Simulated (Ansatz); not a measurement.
For LaC2 (I4/mmm, No. 139), LDA (plane waves, PAW; Ansatz, a quantum-chemistry and plane-wave program) gives:

- lattice constant a = 3.860 Å
- c axis length = 6.494 Å

Problem. What does r²SCAN+rVV10 (PAW; Ansatz) give for the same quantities?

Solution. 
- lattice constant a: 3.936 Å (goes up by 2.0 %)
- lattice parameter c: 6.564 Å (goes up by 1.1 %)

Changes are worked out from the printed values.

Unless a cell is named, each level is at its own relaxed cell (LDA 16.12, r²SCAN+rVV10 16.95 Å³/atom).

Ansatz's density-functional and Hartree–Fock values are scalar-relativistic unless marked +SOC, with PAW data made under PBE.
